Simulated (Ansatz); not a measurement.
We consider ScAlN₂ (model structure, P3m1, No. 156, 4 atoms in the cell), described by PBEsol in Ansatz (plane waves, PAW).

Settings: plane-wave cutoff 520 eV, 12×12×8 k mesh (along the axes of the cell as run), Fermi–Dirac smearing 0.01 eV, scalar-relativistic PAW data made under PBE.

Cell (relaxed with PBEsol):

```cif
data_AlN2Sc
_chemical_formula_sum 'Sc1 N2 Al1'
_space_group_name_H-M_alt 'P3m1'
_space_group_IT_number 156
_space_group_name_Hall 'P 3 -2"'
_cell_length_a 3.32792
_cell_length_b 3.32792
_cell_length_c 5.09979
_cell_angle_alpha 90.000
_cell_angle_beta 90.000
_cell_angle_gamma 120.000
loop_
_atom_site_label
_atom_site_type_symbol
_atom_site_symmetry_multiplicity
_atom_site_Wyckoff_symbol
_atom_site_fract_x
_atom_site_fract_y
_atom_site_fract_z
_atom_site_occupancy
Sc1 Sc 1 b 0.33333 0.66667 0.98856 1
N1 N 1 b 0.33333 0.66667 0.40913 1
Al1 Al 1 c 0.66667 0.33333 0.50160 1
N2 N 1 c 0.66667 0.33333 0.87071 1
```

Task: What does this level give for the band gap and direct gap at Γ?

Result: 
- band gap: 3.26 eV (direct)
- direct gap at Γ: 3.45 eV

Note: the relaxation could raise the start's symmetry but not lower it, so the cell can be a saddle point.

Computed values are for the static lattice.

A model structure was made by putting elements into a prototype or built by hand; it is no filed structure, need not be a known phase, and can be a saddle point held by its symmetry.

Ansatz is a quantum-chemistry and plane-wave program.
